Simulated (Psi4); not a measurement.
Psi4 1.11, B3LYP/def2-svp: Sc(F)2(amdMe) (CC1[N](C)[Sc]([F])([F])<-[N]=1C), 18 atoms. The geometry is a generated start, not checked to be a minimum at this level.

```yaml
task: energy
method: b3lyp
basis: def2-svp
memory: 3 GB
maxiter: 100
keys_of_the_molecule_block: symmetry c1
scf_type: df (default)
e_convergence: 1e-06 (default)
d_convergence: 1e-06 (default)
dft_radial_points: 75 (default)
dft_spherical_points: 302 (default)
basis_functions: 188
grid_points: 380725
```

```xyz
18

Sc    -1.4746     1.2512     1.3288
F     -3.0370     1.0358     2.1553
F     -0.7925     2.8822     1.5365
C      1.1619    -0.7143    -0.9473
C      0.0777    -0.1214    -0.0902
N      0.0972    -0.1814     1.2441
C      1.1781    -0.9023     1.9043
N     -0.9919     0.4946    -0.6002
C     -1.1727     0.5224    -2.0472
H      1.2432    -0.1724    -1.8848
H      0.9363    -1.7565    -1.1667
H      2.1181    -0.6674    -0.4342
H      0.9274    -1.0114     2.9583
H      1.3048    -1.9006     1.4748
H      2.1262    -0.3572     1.8305
H     -2.1835     0.8709    -2.2612
H     -0.4635     1.2075    -2.5280
H     -1.0552    -0.4797    -2.4726
```

Charge 0 and multiplicity 1 are set for this test and not shown to be the ground state.

With the defaults (diis = true, scf_initial_accelerator = adiis, damping_percentage = 0, guess = auto, which took SAD, soscf = false, level_shift = 0, level_shift_cutoff = 0.01, diis_max_vecs = 10) it converges in 10 SCF iterations. One run each on 2 threads, with these changes:
- soscf = true
- guess = sap
- diis_max_vecs = 20
- scf_initial_accelerator = ediis
- diis = false, scf_initial_accelerator = none, damping_percentage = 60
- guess = huckel
- level_shift = 0.5, level_shift_cutoff = 0.001
- level_shift = 0.1, level_shift_cutoff = 0.001
- damping_percentage = 20

Question: Which of these changes keep the SCF from converging, or lead it to another solution?

Answer: No convergence: diis = false, scf_initial_accelerator = none, damping_percentage = 60 (the run ends without SCF convergence in 100 iterations). The rest reach the solution of the defaults.

| setting | SCF iterations | JK calls | end |
|---|---|---|---|
| soscf = true | 7 | 23 | same solution |
| the defaults | 10 | 11 | same solution |
| level_shift = 0.1, level_shift_cutoff = 0.001 | 10 | 11 | same solution |
| level_shift = 0.5, level_shift_cutoff = 0.001 | 10 | 11 | same solution |
| scf_initial_accelerator = ediis | 10 | 11 | same solution |
| diis_max_vecs = 20 | 10 | 11 | same solution |
| guess = huckel | 11 | 39 | same solution |
| guess = sap | 16 | 16 | same solution |
| damping_percentage = 20 | 21 | 22 | same solution |
| diis = false, scf_initial_accelerator = none, damping_percentage = 60 | 100 | 101 | no convergence |

An SOSCF iteration holds several JK calls; a Hückel guess adds calls on atoms. 1 further run of the study ended by our limits or in an error and is left out.
